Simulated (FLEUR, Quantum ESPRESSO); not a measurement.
A Quantum ESPRESSO input for a self-consistent single point of CsBrF6 (R-3, 8 atoms in the cell) (DFT, LDA (PZ), plane waves, GBRV 1.5 ultrasoft (LDA) pseudopotentials):

```fortran
&CONTROL
  calculation = 'scf'
  outdir = './out'
  pseudo_dir = './'
  tprnfor = .true.
  tstress = .true.
/
&SYSTEM
  ibrav = 0
  nat = 8
  ntyp = 3
  ecutwfc = 40
  ecutrho = 200
  occupations = 'smearing'
  smearing = 'fermi-dirac'
  degauss = 0.0036749
/
&ELECTRONS
  conv_thr = 1.0d-8
/
ATOMIC_SPECIES
Cs   132.9055  cs_lda_v1.uspp.F.UPF
Br    79.9040  br_lda_v1.4.uspp.F.UPF
F     18.9984  f_lda_v1.4.uspp.F.UPF
CELL_PARAMETERS {bohr}
   7.4041834064     4.2748072828     5.0145715751
  -7.4041834064     4.2748072828     5.0145715751
   0.0000000000    -8.5496145656     5.0145715751
ATOMIC_POSITIONS {crystal}
Cs    0.5000000000    0.5000000000    0.5000000000
Br    0.0000000000    0.0000000000    0.0000000000
F     0.8056300000    0.7008500000    0.0780300000
F     0.1943700000    0.2991500000    0.9219700000
F     0.0780300000    0.8056300000    0.7008500000
F     0.9219700000    0.1943700000    0.2991500000
F     0.7008500000    0.0780300000    0.8056300000
F     0.2991500000    0.9219700000    0.1943700000
K_POINTS {automatic}
5 5 5  0 0 0
```

Question: Translate this input to FLEUR.

Answer: One input that does it (others would too):

Input of the input generator:

```
CsBrF6
&input film=f /
0.7470143248 0.4312889503 0.5059243420
-0.7470143248 0.4312889503 0.5059243420
-0.0000000000 -0.8625778143 0.5059244157
9.9117020386
1.0 1.0 1.0

8
55 0.5000000000 0.5000000000 0.5000000000
35 -0.0000000000 -0.0000000000 -0.0000000000
9 0.8056300000 0.7008500000 0.0780300000
9 0.1943700000 0.2991500000 0.9219700000
9 0.0780300000 0.8056300000 0.7008500000
9 0.9219700000 0.1943700000 0.2991500000
9 0.7008500000 0.0780300000 0.8056300000
9 0.2991500000 0.9219700000 0.1943700000

&comp jspins=1 /
&exco xctyp='pz' /
&kpt div1=5 div2=5 div3=5 /
&end /
```

```xml
<?xml version="1.0" encoding="UTF-8" standalone="no"?>
<fleurInput fleurInputVersion="0.39">
   <comment>
      CsBrF6                                                                                              
   </comment>
   <calculationSetup>
      <cutoffs Kmax="4.7" Gmax="16.4" GmaxXC="16.4" numbands="0"/>
      <scfLoop itmax="60" minDistance="0.00001" maxIterBroyd="40" imix="Anderson" alpha="0.05" precondParam="0.0" spinf="2.0"/>
      <coreElectrons ctail="T" frcor="F" kcrel="0" coretail_lmax="0"/>
      <xcFunctional name="pz" relativisticCorrections="F"/>
      <magnetism jspins="1"/>
      <soc l_soc="F" theta="0.0" phi="0.0" spav="F"/>
      <expertModes spex="0" secvar="F"/>
      <geometryOptimization l_f="T" forcealpha="1.0" forcemix="BFGS" epsdisp="0.00001" epsforce="0.00001"/>
      <ldaU l_linMix="F" mixParam="0.05" spinf="1.0"/>
   </calculationSetup>
   <cell>
      <bzIntegration valenceElectrons="58.0" mode="hist" fermiSmearingEnergy="0.00183747">
         <kPointListSelection listName="default-1"/>
         <!-- k-points included here -->
         <xi:include xmlns:xi="http://www.w3.org/2001/XInclude" href="kpts.xml"> </xi:include>
      </bzIntegration>
      <!-- symmetry operations included here -->
      <xi:include xmlns:xi="http://www.w3.org/2001/XInclude" href="sym.xml"> </xi:include>
      <bulkLattice scale="1.0">
         <bravaisMatrix>
            <row-1>    7.4041834059835621     4.2748075679141637     5.0145713319787637</row-1>
            <row-2>   -7.4041834059835621     4.2748075679141637     5.0145713319787637</row-2>
            <row-3>    0.0000000000000000    -8.5496142804484414     5.0145720624712036</row-3>
         </bravaisMatrix>
      </bulkLattice>
   </cell>
   <atomSpecies>
      <species name="Cesium (Cs)" element="Cs" atomicNumber="55">
         <mtSphere radius="2.68" gridPoints="925" logIncrement="0.014"/>
         <atomicCutoffs lmax="10" lnonsphr="8"/>
         <electronConfig flipSpins="F">
            <coreConfig>(1s1/2) (2s1/2) (2p1/2) (2p3/2) (3s1/2) (3p1/2) (3p3/2) (4s1/2) (3d3/2) (3d5/2) (4p1/2) (4p3/2) (4d3/2) (4d5/2)</coreConfig>
            <valenceConfig>(5s1/2) (5p1/2) (5p3/2) (6s1/2)</valenceConfig>
            <stateOccupation state="(6s1/2)" spinUp="0.5" spinDown="0.5"/>
         </electronConfig>
         <energyParameters s="6" p="6" d="5" f="4"/>
         <lo type="SCLO" l="0" n="5" eDeriv="0"/>
         <lo type="SCLO" l="1" n="5" eDeriv="0"/>
      </species>
      <species name="Bromine (Br)" element="Br" atomicNumber="35">
         <mtSphere radius="2.13" gridPoints="735" logIncrement="0.017"/>
         <atomicCutoffs lmax="8" lnonsphr="6"/>
         <electronConfig flipSpins="F">
            <coreConfig>(1s1/2) (2s1/2) (2p1/2) (2p3/2) (3s1/2) (3p1/2) (3p3/2) (3d3/2) (3d5/2)</coreConfig>
            <valenceConfig>(4s1/2) (4p1/2) (4p3/2)</valenceConfig>
            <stateOccupation state="(4p1/2)" spinUp="0.8333333333333" spinDown="0.8333333333333"/>
            <stateOccupation state="(4p3/2)" spinUp="1.6666666666667" spinDown="1.6666666666667"/>
         </electronConfig>
         <energyParameters s="4" p="4" d="4" f="4"/>
      </species>
      <species name="Fluorine (F)" element="F" atomicNumber="9">
         <mtSphere radius="1.20" gridPoints="415" logIncrement="0.025"/>
         <atomicCutoffs lmax="6" lnonsphr="4"/>
         <electronConfig flipSpins="F">
            <coreConfig>(1s1/2)</coreConfig>
            <valenceConfig>(2s1/2) (2p1/2) (2p3/2)</valenceConfig>
            <stateOccupation state="(2p1/2)" spinUp="0.8333333333333" spinDown="0.8333333333333"/>
            <stateOccupation state="(2p3/2)" spinUp="1.6666666666667" spinDown="1.6666666666667"/>
         </electronConfig>
         <energyParameters s="2" p="2" d="3" f="4"/>
      </species>
   </atomSpecies>
   <atomGroups>
      <atomGroup species="Cesium (Cs)">
         <relPos label="                   1">1.000/2.000 1.000/2.000 1.000/2.000</relPos>
         <force calculate="T" relaxXYZ="TTT"/>
      </atomGroup>
      <atomGroup species="Bromine (Br)">
         <relPos label="                   2">.0000000000 .0000000000 .0000000000</relPos>
         <force calculate="T" relaxXYZ="TTT"/>
      </atomGroup>
      <atomGroup species="Fluorine (F)">
         <relPos label="                   3">-.1943700000 -.2991500000 .0780300000</relPos>
         <relPos label="                   4">.1943700000 .2991500000 -.0780300000</relPos>
         <relPos label="                   5">.0780300000 -.1943700000 -.2991500000</relPos>
         <relPos label="                   6">-.0780300000 .1943700000 .2991500000</relPos>
         <relPos label="                   7">-.2991500000 .0780300000 -.1943700000</relPos>
         <relPos label="                   8">.2991500000 -.0780300000 .1943700000</relPos>
         <force calculate="T" relaxXYZ="TTT"/>
      </atomGroup>
   </atomGroups>
   <output dos="F" band="F" slice="F">
      <checks vchk="F" cdinf="F"/>
      <bandDOS minEnergy="-.5*Htr" maxEnergy="0.5*Htr" sigma="0.015" storeEVData="T"/>
      <vacuumDOS vacdos="F" integ="F" star="F" nstars="0" locx1="0.0" locy1="0.0" locx2="0.0" locy2="0.0" nstm="0" tworkf="0.0"/>
      <unfoldingBand unfoldBand="F" supercellX="1" supercellY="1" supercellZ="1"/>
      <plotting iplot="0" polar="F">
         <plot TwoD="T" vec1="  1.0  0.0  0.0" vec2="  0.0  1.0  0.0" vec3="  0.0  0.0  1.0" zero="  0.0  0.0  0.0" file="plot"/>
      </plotting>
      <chargeDensitySlicing numkpt="0" minEigenval="0.0" maxEigenval="0.0" nnne="0" pallst="F"/>
      <specialOutput eonly="F"/>
      <magneticCircularDichroism mcd="F" energyLo="-10.0" energyUp="0.0"/>
   </output>
  <!-- We include the file relax.xml here to enable relaxations (see documentation) -->
  <xi:include xmlns:xi="http://www.w3.org/2001/XInclude" href="relax.xml"> <xi:fallback/> </xi:include>
</fleurInput>
```

Basis settings and potentials, where a program has them, do not carry over. This input uses DFT, LDA (Perdew-Zunger), all-electron FLAPW (FLEUR), scalar-relativistic valence. LDA parametrisations can differ slightly between programs.

The starting cell comes from a database of computed structures (which also holds hypothetical and non-ambient phases and stackings), without a prior relaxation at this level.
